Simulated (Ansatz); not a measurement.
**Bulk modulus of Sc3Ru (model structure, started from the Cu3Au type, Pm-3m, No. 221, 4 atoms in the cell) at several levels of theory**

No measured value is used here.

```csv
level (code),value (GPa),cell (Å³/atom)
LDA (Ansatz),99.2,18.22
PBE (Ansatz),85.3,19.86
PBEsol (Ansatz),91.7,19.01
r²SCAN (Ansatz),89.1,19.74
```

The crystal itself was run without spin with LDA, PBE, PBEsol, r²SCAN; a magnetic state was not tried in these runs. LDA, PBE, PBEsol, r²SCAN: the run has no spin polarisation, so it can have missed a magnetic state. LDA, PBE, PBEsol, r²SCAN: the bulk modulus is −V dP/dV from two relaxed cells at ±2 % in volume. Each level is taken at its own relaxed cell. Cutoffs differ between the levels. Ansatz's density-functional and Hartree–Fock values are scalar-relativistic unless marked +SOC, with PAW data made under PBE.

A model structure was made by putting elements into a prototype or built by hand; it is no filed structure, need not be a known phase, and can be a saddle point held by its symmetry.

Ansatz is a first-principles code.
